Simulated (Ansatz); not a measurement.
The starting structures come from a database of crystals and need not be the phases stable at ambient conditions.

 Where the default PAW files enter, the runs use the earlier of Ansatz's two default sets.

Here is the system:

```
LiBH4
1.0
    3.90950    -0.00109     0.00000
   -0.03785     3.90932     0.00000
    0.00000     0.00000     6.13896
Li B H
2 2 8
Direct
  0.00115   0.00115   0.50000
  0.00115   0.00115   0.00000
  0.48491   0.01480   0.75000
  0.01480   0.48491   0.25000
  0.47209   0.83249   0.58844
  0.83249   0.47209   0.41156
  0.47209   0.83249   0.91156
  0.83249   0.47209   0.08844
  0.25974   0.22813   0.75000
  0.22813   0.25974   0.25000
  0.74408   0.18927   0.75000
  0.18927   0.74408   0.25000
```

Space group of this cell: Ama2. The cell was relaxed by PBE-D3(BJ); by r2SCAN its mean pressure is 0.7 GPa.

Transport runs along the normal of the first two printed cell vectors.

No gap correction and no spin-orbit coupling; mid-gap values are interpolated between computed energies.

Question: Compute, with r2SCAN (Ansatz, a program for electronic structure), the band gap and the smallest decay constant κ at mid-gap.

Answer: Gap 5.70 eV on a 8×8×6 mesh; κ = 0.512 1/Å, at (0.500, 0.000) of the in-plane reciprocal vectors. At the zone centre, at the nearest computed energy, the slowest state has κ = 0.59 1/Å.
